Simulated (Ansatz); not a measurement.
**Response to strain in TiAl3**

Start from TiAl3 (space group I4/mmm, No. 139; relaxed with 0.1 eV smearing).

```
TiAl3
1.0
   -1.90906     1.90906     4.27193
    1.90906    -1.90906     4.27193
    1.90906     1.90906    -4.27193
Al Ti
3 1
Direct
  0.50000   0.50000   0.00000
  0.75000   0.25000   0.50000
  0.25000   0.75000   0.50000
  0.00000   0.00000   0.00000
```

Cartesian axes are those of the cell as printed.

Strains are applied to the cell and any free atomic positions relax.

Levels (all Ansatz, a first-principles code, PAW, earlier PAW set): PBEsol (420 eV, no spin-orbit coupling); r2SCAN (500 eV, no spin-orbit coupling); PBEsol+SOC (420 eV, noncollinear with spin-orbit coupling).

Pressures by level, all at the geometries relaxed with PBEsol:

```json
[
 {"case": "base", "PBEsol": "0.0 GPa", "r2SCAN": "0.6 GPa", "PBEsol+SOC": "0.0 GPa"},
 {"case": "isotropic strain −3.04 %", "PBEsol": "12.4 GPa", "r2SCAN": "13.7 GPa", "PBEsol+SOC": "12.4 GPa"},
 {"case": "uniaxial strain ε_xx = −1.11 %", "PBEsol": "1.3 GPa", "r2SCAN": "2.0 GPa", "PBEsol+SOC": "1.3 GPa"},
 {"case": "uniaxial strain ε_yy = +1.99 %", "PBEsol": "-2.1 GPa", "r2SCAN": "-1.6 GPa", "PBEsol+SOC": "-2.1 GPa"},
 {"case": "tensor shear ε_xz = +0.98 %", "PBEsol": "0.1 GPa", "r2SCAN": "0.7 GPa", "PBEsol+SOC": "0.1 GPa"},
 {"case": "strain tensor (xx, yy, zz, yz, xz, xy) = (+0.39, −2.39, −2.21, +1.47, −0.21, +0.09) %", "PBEsol": "5.3 GPa", "r2SCAN": "6.2 GPa", "PBEsol+SOC": "–"}
]
```

Single points use the geometry relaxed with PBEsol. Their cutoffs differ, which shifts pressures a little. Differences between runs with and without spin-orbit coupling are approximate. Whether these cells are dynamically stable was not tested. The runs without spin-orbit coupling are not spin-polarised.
